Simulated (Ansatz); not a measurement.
The reference is LuN in the CsCl type structure (space group Pm-3m, No. 221; a = 2.893 Å; a hypothetical phase, not in the database extracts checked; relaxed with 0.1 eV smearing). Axes: x, y, z lie along the cube axes.

The values are results of PBEsol (Ansatz, a program for electronic structure; PAW; 420 eV plane waves; scalar-relativistic without spin-orbit coupling), not measurements.

A first run, uniaxial strain ε_yy = +1.93 %, gives secant values C11 ≈ 530 GPa and C12 ≈ -12 GPa from its stress. A second run applies biaxial strain −1.48 %, plane normal [001], relaxed out of plane.

Problem. What does linear elasticity predict for −ε⊥/ε∥ in the second run, and what does the run give?

Solution. Linear elasticity: 2 C12/C11 = -0.05. The run gives 0.00; any difference comes from nonlinear terms at these strains and numerical noise.

No phonon test of stability was made. All final runs are without spin polarisation.
